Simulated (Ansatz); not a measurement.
A self-consistent single point of a (110) slab of FeAl (cut from a parent of space group no. 221; 10 atoms in the cell) with Ansatz (an electronic-structure program).

Method of the run: LDA (PW92), default PAW files made with PBE (plane waves; Ansatz).

```
CELL_PARAMETERS angstrom
      2.91873     0.00000     0.00000
      0.00000     4.12771     0.00000
      0.00000     0.00000    22.25550
ATOMIC_POSITIONS crystal
  Al 0.50000 0.25000 0.31453
  Fe 0.00000 0.75000 0.31453
  Al 0.50000 0.75000 0.40727
  Fe 0.00000 0.25000 0.40727
  Al 0.50000 0.25000 0.50000
  Fe 0.00000 0.75000 0.50000
  Al 0.50000 0.75000 0.59273
  Fe 0.00000 0.25000 0.59273
  Al 0.50000 0.25000 0.68547
  Fe 0.00000 0.75000 0.68547
```

Reference input (self-consistent single point, DFT, LDA (PW92), plane waves, default PAW files made with PBE): basis.ecutwfc = 420 eV; kpoints.mp_grid.grid = 7 5 1; hamiltonian.xc = lda; hamiltonian.pseudopotentials = {kind: paw} (the program's default PAW files); scf.occupations.method = fermi_dirac; scf.occupations.width = 0.1 eV. This run's input differs from it in these lines:

Ansatz 0.2 input:
```diff
@@ -19,3 +19,3 @@
 kpoints:
-  mp_grid: { grid: [7, 5, 1] }
+  mp_grid: { grid: [25, 18, 1] }
 hamiltonian:
```

Output (repeated stretches shortened):

```
SCF iter   1: F=—  HF=-24663.576010 eV  |F-HF|=—  |Δ(HF+E_count)|=         —  Δρ=1.03e-2  dr2=2.78e-1  ethr=1.77e-3  ⟨swp⟩=9.2  Hψ=34685  notcnv=0
all-band conjugate gradients solve this SCF's bands
preconditioner: auto → LDOS
SCF iter   2: F=—  HF=-24663.576129 eV  |F-HF|=—  |Δ(HF+E_count)|=   1.19e-4  Δρ=6.53e-3  dr2=6.49e-2  ethr=2.92e-4  ⟨swp⟩=2.3  Hψ=12830  notcnv=0  defer=1
   [... lines left out ...]
SCF iter   6: F=—  HF=-24663.565983 eV  |F-HF|=—  |Δ(HF+E_count)|=   2.10e-6  Δρ=7.23e-5  dr2=9.78e-6  ethr=1.66e-7  ⟨swp⟩=2.5  Hψ=13929  notcnv=0  defer=1
SCF iter   7: F=—  HF=-24663.566037 eV  |F-HF|=—  |Δ(HF+E_count)|=   5.45e-5  Δρ=2.87e-5  dr2=2.35e-6  ethr=1.03e-8  ⟨swp⟩=2.5  Hψ=12650  notcnv=0  defer=1
SCF iter   8: F=—  HF=-24663.566041 eV  |F-HF|=—  |Δ(HF+E_count)|=   3.41e-6  Δρ=1.09e-5  dr2=1.94e-7  ethr=2.47e-9  ⟨swp⟩=2.0  Hψ=9895  notcnv=0  defer=1
SCF iter   9: F=-24663.566041 eV  HF=-24663.566041 eV  |F-HF|=6.65e-9  |Δ(HF+E_count)|=   1.94e-7  Δρ=2.28e-6  dr2=2.04e-8  ethr=1.05e-10  ⟨swp⟩=8.5  Hψ=30649  notcnv=0
SCF 1 converged in 9 iterations: F = -24663.566041 eV  dr2 = 2.04e-8
Free energy (F): -24663.566041 eV
Internal energy: -24663.007535 eV  (E = F + TS)
E sigma→0 (E₀):  -24663.286788 eV
Entropy (-TS):   -0.558506 eV (-55.851 meV/atom)
Fermi energy:    3.442192 eV
--- Forces (eV/Å), atoms counted from 1 ---
  atom   1  Al     0.00000000     0.00000000     0.30785438
  atom   2  Fe     0.00000000     0.00000000     1.05410328
  atom   3  Al     0.00000000     0.00000000    -0.00808422
  atom   4  Fe     0.00000000     0.00000000     0.08794534
  atom   5  Al     0.00000000     0.00000000     0.00000000
  atom   6  Fe     0.00000000     0.00000000     0.00000000
  atom   7  Al     0.00000000     0.00000000     0.00808422
  atom   8  Fe     0.00000000     0.00000000    -0.08794534
  atom   9  Al     0.00000000     0.00000000    -0.30785438
  atom  10  Fe     0.00000000     0.00000000    -1.05410328
--- Stress (GPa, compression-positive) ---
      -10.424252       0.000000       0.000000
        0.000000     -10.042346       0.000000
        0.000000       0.000000      -6.913946
  P = ⅓ Tr σ = -9.1268 GPa (-91.268 kbar)
  The stress holds the Pulay correction. Without it, at fixed plane waves, as pw.x and ABINIT print it: P = -9.1782 GPa
```

The run converged in 9 iterations. Against the reference run the free energy is nearly the same (within 1 meV/atom) and the largest force goes from 1.085 to 1.054 eV/Å.

The starting cell has typed, rounded lattice constants, without a prior relaxation at this level. The slab is cut from that crystal, and its faces are unrelaxed. Its lattice was rescaled by up to half a per cent. Spin polarisation is off. Forces in this geometry exceed 1 eV/Å.

Cost on one core of a shared machine: roughly 2 min.
